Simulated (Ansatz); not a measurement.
Consider BP in the zinc blende structure (space group F-43m, No. 216; a = 4.520 Å). Axes: x, y, z lie along the cube axes.

The values are results of PBEsol (Ansatz, a program for electronic structure, PAW, no spin-orbit coupling), not measurements.

For the base:

| Property | Result |
|---|---|
| Shortest interatomic distance | 1.957 Å |
| Smallest direct gap | 3.38 eV |
| Pressure | -0.1 kbar |

Modification: compressive biaxial strain of 2.08 % in the plane normal to [111], as in epitaxy on a mismatched substrate; the out-of-plane cell vector and the atoms relax.

Q: Predict the new shortest interatomic distance.

A: The shortest interatomic distance drops by 0.0306 Å to 1.927 Å.

Q: What happens to the smallest direct gap?

A: The smallest direct gap falls by 0.35 eV to 3.03 eV.

Q: Predict the new pressure.

A: The pressure (mean of the normal stresses, compression positive) rises by 68.63 kbar, from -0.1 kbar to 68.6 kbar.

Stability against distortions was not tested.
